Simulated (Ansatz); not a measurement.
Bi2Te3 (model structure, started from the A-La2O3 type, P-3m1, No. 164, 5 atoms in the cell) was calculated with LDA (Ansatz, a first-principles code, plane waves, PAW).

Input file:

Ansatz 0.2 input:
```yaml
crystal:
  lattice:
    - [4.3174411777, -0.000000246, 0.0]
    - [-2.1587203758, 3.7390138622, 0.0]
    - [0.0, 0.0, 10.3886023433]
  atoms:
    - { symbol: Bi, position: [0.3333333333, 0.6666666667, 0.1935551934] }
    - { symbol: Bi, position: [0.6666666667, 0.3333333333, 0.8064448066] }
    - { symbol: Te, position: [0.0, 0.0, 0.0] }
    - { symbol: Te, position: [0.3333333333, 0.6666666667, 0.6402315206] }
    - { symbol: Te, position: [0.6666666667, 0.3333333333, 0.3597684794] }
basis:
  ecutwfc: 520
  ecutrho_ratio: 4
  xc_grid: 2
kpoints:
  mp_grid: { grid: [12, 12, 4] }
  band_path:
    path:
      - [0.0, 0.0, 0.0]
      - [0.0625, 0.0, 0.0]
      - [0.125, 0.0, 0.0]
      - [0.1875, 0.0, 0.0]
      - [0.25, 0.0, 0.0]
      - [0.3125, 0.0, 0.0]
      - [0.375, 0.0, 0.0]
      - [0.4375, 0.0, 0.0]
      - [0.5, 0.0, 0.0]
      - [0.458333, 0.083333, 0.0]
      - [0.416667, 0.166667, 0.0]
      - [0.375, 0.25, 0.0]
      - [0.333333, 0.333333, 0.0]
      - [0.296296, 0.296296, 0.0]
      - [0.259259, 0.259259, 0.0]
      - [0.222222, 0.222222, 0.0]
      - [0.185185, 0.185185, 0.0]
      - [0.148148, 0.148148, 0.0]
      - [0.111111, 0.111111, 0.0]
      - [0.074074, 0.074074, 0.0]
      - [0.037037, 0.037037, 0.0]
      - [0.0, 0.0, 0.25]
      - [0.0, 0.0, 0.5]
      - [0.0625, 0.0, 0.5]
      - [0.125, 0.0, 0.5]
      - [0.1875, 0.0, 0.5]
      - [0.25, 0.0, 0.5]
      - [0.3125, 0.0, 0.5]
      - [0.375, 0.0, 0.5]
      - [0.4375, 0.0, 0.5]
      - [0.5, 0.0, 0.5]
      - [0.458333, 0.083333, 0.5]
      - [0.416667, 0.166667, 0.5]
      - [0.375, 0.25, 0.5]
      - [0.333333, 0.333333, 0.5]
      - [0.296296, 0.296296, 0.5]
      - [0.259259, 0.259259, 0.5]
      - [0.222222, 0.222222, 0.5]
      - [0.185185, 0.185185, 0.5]
      - [0.148148, 0.148148, 0.5]
      - [0.111111, 0.111111, 0.5]
      - [0.074074, 0.074074, 0.5]
      - [0.037037, 0.037037, 0.5]
      - [0.5, 0.0, 0.25]
      - [0.333333, 0.333333, 0.25]
    npoints: 1
hamiltonian:
  xc: lda
  dispersion: none
  pseudopotentials: { kind: paw }
scf:
  occupations: { method: fermi_dirac, width: 0.01 }
  convergence: { dr2_threshold: 0.0000000005 }
output:
  forces: true
  stress: true
  eigenvalues: true
  write_bands: true
```

Excerpt of the program's output:

```
Crystal: 5 atoms, lattice volume = 167.703 Å³
Basis set: ecut = 520 eV, 4455 PW (Γ), exchange–correlation on 72×72×160 points (8 copies of the dense FFT grid, shifted against one another)
Bands: 47, of which v1, the nominal top of the filled ones, is band 39 counted from 1 (38 counted from 0)
Symmetry: 12 space group operations
Space group: P-3m1 (ITA 164), of the structure as read, at distance tolerance 5.5e-5 Å
k-points: 69 of 576
Functional: x = slater, c = lda
SCF iter   1: F=—  HF=-44654.330325 eV  |F-HF|=—  |Δ(HF+E_count)|=         —  Δρ=4.39e-3  dr2=3.85e-2
SCF iter   2: F=—  HF=-44654.320338 eV  |F-HF|=—  |Δ(HF+E_count)|=   9.99e-3  Δρ=2.27e-3  dr2=6.52e-3
  ...
SCF iter   8: F=—  HF=-44654.318940 eV  |F-HF|=—  |Δ(HF+E_count)|=   1.53e-8  Δρ=1.27e-6  dr2=3.44e-9
SCF iter   9: F=-44654.318940 eV  HF=-44654.318940 eV  |F-HF|=1.46e-11  |Δ(HF+E_count)|=  9.02e-10  Δρ=2.58e-7  dr2=1.55e-10
SCF 1 converged in 9 iterations: F = -44654.318940 eV  dr2 = 1.55e-10
SCF converged after 9 iterations
Free energy (F): -44654.318940 eV
Internal energy: -44654.318940 eV  (E = F + TS)
E sigma→0 (E₀):  -44654.318940 eV
Fermi energy:    9.289782 eV
--- Forces (eV/Å), atoms counted from 1 ---
  atom   1  Bi    -0.00000000    -0.00000000    -0.00015708
  atom   2  Bi     0.00000000     0.00000000     0.00015708
  atom   3  Te     0.00000000     0.00000000     0.00000000
  atom   4  Te    -0.00000000    -0.00000000     0.00043969
  atom   5  Te     0.00000000     0.00000000    -0.00043969
--- Stress (GPa, compression-positive) ---
        0.001509       0.000000       0.000000
        0.000000       0.001509       0.000000
        0.000000       0.000000       0.002761
  P = ⅓ Tr σ = 0.0019 GPa (0.019 kbar)
```

The PAW data were made under PBE.

Note: the relaxation could raise the start's symmetry but not lower it, so the cell can be a saddle point.

The result took roughly 30 core-seconds.

A model structure was made by putting elements into a prototype or built by hand; it is no filed structure, need not be a known phase, and can be a saddle point held by its symmetry.
